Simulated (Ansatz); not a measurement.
Functionals compared on a constructed model of the (111) surface of fcc Au, a pseudomorphic layer of Cr in the host's stacking (bottom of the slab: a bare face, its two planes held), in Ansatz (plane waves, PAW). The structure was relaxed with PBE; the other rows are single points on it. Cutoff 420 eV.

Model: 7-atom slab, 14.3 Å thick at the start, 15x15x1 mesh, Fermi-Dirac 0.1 eV, dipole correction, 2 atoms held, the rest relaxed; held to the start's symmetry, so lower structures may exist; spin-polarised, ending with about 4.2 μB a cell; orders that need a larger cell were not tried, no spin-orbit, no U. It is one candidate, not shown to be the stable structure of the face. These notes are the PBE run's.

```
functional  work function of the top face (eV)  magnetic moment of the cell (μB)  rough cost of the single point
----------  ----------------------------------  --------------------------------  ------------------------------
PBE                                       4.23                              4.22                               –
RPBE                                      4.07                              4.34    very roughly 60 core-seconds
```

Ansatz is a quantum-chemistry and plane-wave program.
